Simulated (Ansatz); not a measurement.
**A self-consistent single point of Sb (Pm-3m, 1 atom in the cell) with Ansatz (a program for electronic structure)**

Computed with PBEsol, default PAW files made with PBE (plane waves; Ansatz).

This input was run:

Ansatz 0.2 input:
```yaml
# Sb
crystal:
  lattice:
    - [3.074090, 0.000000, 0.000000]
    - [0.000000, 3.074090, 0.000000]
    - [0.000000, 0.000000, 3.074090]
  atoms:
    - { symbol: Sb, position_ang: [0.000000, 0.000000, 0.000000] }
basis:
  ecutwfc: 420.0
kpoints:
  mp_grid: { grid: [11, 11, 11] }
hamiltonian:
  xc: pbesol
  pseudopotentials: { kind: paw }
scf:
  occupations: { method: gaussian, width: 0.1 }
output:
  forces: true
  eigenvalues: true
  stress: true
```

Output, abridged:

```
WARN ansatz: RAYON_NUM_THREADS=1 ignored (pool sized by the plan → 1); use --threads N
Pseudopotentials: kind: paw
Pseudopotential: Sb, paw, valence charge 15
Crystal: 1 atoms, lattice volume = 29.050 Å³
Basis set: ecut = 420 eV, 587 PW (Γ), exchange–correlation on 48×48×48 points (8 copies of the dense FFT grid, shifted against one another)
Bands: 12, of which v1, the nominal top of the filled ones, is band 8 counted from 1 (7 counted from 0)
Symmetry: 48 space group operations
Space group: Pm-3m (ITA 221), of the structure as read, at distance tolerance 3.1e-5 Å
k-points: 56 of 1331
PAW frozen core: Sb, regenerated for the run's functional, and the local potential with it
Initial density: superposition of atomic densities (neutral atoms: chi_scale 0, normalization atom), corrected by the library's trained network
Initial wavefunctions: pseudopotential atomic-orbital guess
Eigensolver: davidson
Functional: x = pbesol(κ = 0.804, μ = 0.12345679012345678), c = pbesol(β = 0.046)
SCF iter   1: F=—  HF=-6408.039304 eV  |F-HF|=—  |Δ(HF+E_count)|=         —  Δρ=2.23e-3  dr2=8.10e-4  ethr=1.77e-3  ⟨swp⟩=5.1  Hψ=3939  notcnv=0
all-band conjugate gradients solve this SCF's bands
preconditioner: auto → none
SCF iter   2: F=—  HF=-6408.038121 eV  |F-HF|=—  |Δ(HF+E_count)|=   1.18e-3  Δρ=1.45e-3  dr2=3.50e-4  ethr=5.40e-6  ⟨swp⟩=2.6  Hψ=1432  notcnv=0
SCF iter   3: F=—  HF=-6408.038045 eV  |F-HF|=—  |Δ(HF+E_count)|=   7.58e-5  Δρ=6.93e-4  dr2=7.13e-5  ethr=2.33e-6  ⟨swp⟩=2.0  Hψ=1062  notcnv=0
SCF iter   4: F=—  HF=-6408.037991 eV  |F-HF|=—  |Δ(HF+E_count)|=   5.43e-5  Δρ=1.99e-4  dr2=5.20e-6  ethr=4.75e-7  ⟨swp⟩=2.0  Hψ=1062  notcnv=0
SCF iter   5: F=—  HF=-6408.037989 eV  |F-HF|=—  |Δ(HF+E_count)|=   1.20e-6  Δρ=1.39e-4  dr2=2.77e-6  ethr=3.47e-8  ⟨swp⟩=1.0  Hψ=646  notcnv=0
SCF iter   6: F=—  HF=-6408.037988 eV  |F-HF|=—  |Δ(HF+E_count)|=   1.50e-6  Δρ=5.27e-5  dr2=4.00e-7  ethr=1.84e-8  ⟨swp⟩=2.4  Hψ=1034  notcnv=0
SCF iter   7: F=-6408.037988 eV  HF=-6408.037988 eV  |F-HF|=3.47e-9  |Δ(HF+E_count)|=   2.65e-7  Δρ=5.12e-6  dr2=3.14e-9  ethr=6.67e-10  ⟨swp⟩=7.0  Hψ=3235  notcnv=0
SCF 1 converged in 7 iterations: F = -6408.037988 eV  dr2 = 3.14e-9
SCF converged after 7 iterations
Free energy (F): -6408.037988 eV
Harris-Foulkes:  -6408.037988 eV  (|F-HF|=3.47e-9)
Internal energy: -6408.034668 eV  (E = F + TS)
E sigma→0 (E₀):  -6408.036328 eV
Entropy (-TS):   -0.003319 eV (-3.319 meV/atom)
Fermi energy:    10.132536 eV
--- Per-component energies (eV) ---
  E_band       = -162.884883
  E_kinetic    = 207.437944
  E_local      = -1551.302253  (includes V_loc(G=0)·N_el)
  E_nonlocal   = 364.022923
  E_hartree    = 703.767860
  E_xc         = -137.592733
  E_vxc        = -96.760088  (∫ρ·V_xc dr)
  E_paw        = -4499.523236  (= ΣΔE_a)
  E_vpaw       = -493.821459  (= ΣTr[D̂ρ^β])
  E_aug_tail   = -0.000002  (compensation charges beyond the density's cutoff)
  E_ewald      = -1495.177030
  E_core_change = 0.331857  (= ΣΔE_core)
  E_smearing   = -0.003319  (= −TS)
  E_closure    = 0.000000  (closes the sum)
  Σ components = -6408.037988   (vs F -6408.037988, Δ=0.00e0)
--- Forces (eV/Å), atoms counted from 1 ---
  atom   1  Sb    -0.00000000    -0.00000000     0.00000000
  max |Σ_I F_I| component: 2.47e-32 eV/Å
--- Stress (GPa, compression-positive) ---
       -0.454539       0.000000       0.000000
        0.000000      -0.454539       0.000000
        0.000000       0.000000      -0.454539
  P = ⅓ Tr σ = -0.4545 GPa (-4.545 kbar)
  The stress holds the Pulay correction. Without it, at fixed plane waves, as pw.x and ABINIT print it: P = -0.4906 GPa
--- Band table (eV; the first three rows and the last of 56) ---
  k-point 0: bands = ["-18.9118", "-18.9118", "-18.7162", "-18.7162", "-18.7162", "-2.3762", "13.5588", "13.5588", "13.5588", "17.4017", "17.4017", "18.5246"]
  k-point 1: bands = ["-18.9112", "-18.8982", "-18.7201", "-18.7201", "-18.7159", "-2.2529", "12.1296", "13.6811", "13.6811", "17.5041", "18.0926", "19.5753"]
  k-point 2: bands = ["-18.9095", "-18.8617", "-18.7307", "-18.7307", "-18.7150", "-1.8881", "9.8359", "14.0331", "14.0331", "17.8100", "18.5193", "22.3543"]
  k-point 55: bands = ["-18.8182", "-18.8180", "-18.8180", "-18.6424", "-18.6424", "5.3289", "8.5927", "8.5927", "8.8781", "14.9347", "15.2421", "15.2421"]
```

The run converged in 7 iterations.

The starting cell comes from a database of computed structures (which also holds hypothetical and non-ambient phases and stackings), without a prior relaxation at this level. Its lattice was rescaled by up to half a per cent. Spin-orbit coupling is off. Ansatz's pressure includes its estimate of the finite-basis (Pulay) stress.
